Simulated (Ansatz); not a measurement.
## Migration barriers: Mg vacancy in rock-salt MgO, charge state -2

Defect migration in rock-salt MgO: Mg vacancy, charge state -2. Computed with PBE, PAW (plane waves to 420 eV; Ansatz, an electronic-structure program).

Settings: 64 host sites, the relaxed PBE lattice, the Γ point alone, smearing 0.01 eV, spin-restricted, no image-charge correction. Static, classical nuclei. The charge state is imposed; whether it is stable for some Fermi level was not computed. Forms of the defect that were not tried may lie lower.

Barriers: single points on a 2×2×2 k-point mesh shifted by half a step at the bands' geometries.

```json
[
 {"Route": "one Mg atom jumps into the vacancy from a nearby Mg site", "Start site over the lowest site run (eV)": "0.00", "Hop (Å)": "2.84", "Forward barrier (eV)": "2.00", "Backward barrier (eV)": "2.00", "Neighbours at the start": "2 O at 2.08, 2 O at 2.13, 2 O at 2.19 Å", "Neighbours at the saddle": "2 O at 1.81 Å", "Saddle order": "not checked, on a symmetry element", "Forward, on the band's own sampling (eV)": "2.00"}
]
```

Paths come from climbing-image nudged elastic band runs.  A band can be held on a symmetry element, so unchecked saddle points there may be too high.
